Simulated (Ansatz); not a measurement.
Base system: MgO in the rock salt structure (space group Fm-3m, No. 225; a = 4.214 Å).

One thing is altered: cell and atoms relaxed at a pressure of 3 GPa.

Levels (all Ansatz, a quantum-chemistry and plane-wave program, PAW): PBEsol (420 eV, no spin-orbit coupling); HSE06 (420 eV, without spin-orbit coupling).

The geometry is relaxed with PBEsol.

- PBEsol band gap = 4.80 eV

With HSE06 at the same geometry, the band gap goes up by 1.866 eV (4.80 eV → 6.66 eV).

Single points use the geometry relaxed with PBEsol. Load acts through the strain it causes; cell and atoms are relaxed under it. Stability against distortions was not tested. The base started in Pnma and relaxed to Fm-3m at this level.
